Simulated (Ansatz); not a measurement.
The reference is C in the diamond structure (space group Fd-3m, No. 227; a = 3.554 Å).

Computed with PBEsol, PAW, 420 eV (Ansatz, an electronic-structure program; spin-orbit coupling left out).

One change was made to it. Results:

The smallest direct gap grows by 0.09 eV to 5.66 eV; the shortest interatomic distance drops by 1.6 pm to 152.3 pm.

Task: Which change produced these results?
A) pressure 30 GPa
B) pressure −1 GPa
C) pressure 15 GPa
D) pressure 50 GPa
E) pressure 100 GPa

Result: C, pressure 15 GPa. For comparison, the smallest direct gap in the other runs: pressure 50 GPa gives 5.83 eV; pressure 100 GPa gives 6.03 eV; pressure −1 GPa gives 5.56 eV; pressure 30 GPa gives 5.74 eV.

Load acts through the strain it causes; cell and atoms are relaxed under it. No phonon test of stability was made. No other phases were tried under pressure.
